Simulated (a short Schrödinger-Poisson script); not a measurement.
System: symmetric double-gate stack, SiO2 on p-type Si(100), at 400 K.

| layer | material | thickness (nm) | Na (cm⁻³) |
|---|---|---|---|
| 1 | SiO2 | 2.2 | - |
| 2 | Si | 10 | 2e15 |
| 3 | SiO2 | 2.2 | - |

The device is made up for the run: typed textbook-type constants, with dimensions and the other settings drawn at random. SiO2: permittivity 3.9, conduction-band edge (eV) 3.15, gap (eV) 9, electron mass (mₑ) 0.5. Si: permittivity 11.7, conduction-band edge (eV) 0, gap (eV) 1.124, Nv at 300 K (cm⁻³) 3.1e19.

Channel valleys (confinement mass, in-plane density-of-states mass, number): Δ2 0.916, 0.19, 2; Δ4 0.19, 0.417, 4. At the gates, both at one voltage, the conduction-band edge of layer 1 lies 3.44 eV − eVg above the Fermi level of the channel. Gaps are held at their typed values at every temperature. Mesh 0.03 nm at interfaces.

Solved with a short Schrödinger-Poisson script written for these runs: 1D Poisson equation in equilibrium, electrons quantum, Hartree (BenDaniel-Duke, 12 states a valley, the channel's in-plane mass for all, wave functions ending at the dielectric), parabolic valleys, classical holes, full ionisation, no traps, pinning or gate leakage.

The same stack at other levels of the model or other numerical settings:

```tsv
run	sheet density of all electrons at Vg = 1.7 V (cm⁻²)	sheet density of all electrons at Vg = 0.5 V (cm⁻²)	capacitance of both gates at Vg = 1.7 V (μF/cm²)	gate voltage at 1e11 electrons/cm² (V)	rough cost against the base
base	2.26e13	4.05e12	2.63	0.10	about 1
electrons treated as classical, Boltzmann	___	4.79e12	2.98	0.09	0.05
electrons treated as classical, Fermi-Dirac	___	4.75e12	___	0.09	0.1
mesh six times as coarse	2.26e13	4.05e12	2.64	0.10	0.3
```

Complete the blanks.


- electrons treated as classical, Fermi-Dirac, capacitance of both gates at Vg = 1.7 V (μF/cm²): 2.86
- electrons treated as classical, Fermi-Dirac, sheet density of all electrons at Vg = 1.7 V (cm⁻²): 2.54e13
- electrons treated as classical, Boltzmann, sheet density of all electrons at Vg = 1.7 V (cm⁻²): 2.61e13

The classical rows ignore confinement, and Boltzmann statistics overrate the density once the band edge passes the Fermi level.
